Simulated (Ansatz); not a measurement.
For GaAs (model structure, from the CsCl type, Pm-3m, No. 221), PBE-D3(BJ) (Ansatz, an electronic-structure program, plane waves, PAW) gives:

| Quantity | Value |
|---|---|
| lattice constant a | 3.317 Å |
| formation enthalpy | 0.156 eV/atom |

Problem. What does r²SCAN in Ansatz (PAW) give for the same quantities?

Solution. 
- lattice constant a: 3.342 Å (increases by 0.8 %)
- formation enthalpy: 0.327 eV/atom (goes up by 0.171 eV/atom)

Changes are worked out from the printed values.

Unless a cell is named, each level is at its own relaxed cell (PBE-D3(BJ) 18.25, r²SCAN 18.67 Å³/atom).

Ansatz's density-functional and Hartree–Fock values are scalar-relativistic unless marked +SOC, with PAW data made under PBE.

A model structure was made by putting elements into a prototype or built by hand; it is no filed structure, need not be a known phase, and can be a saddle point held by its symmetry.
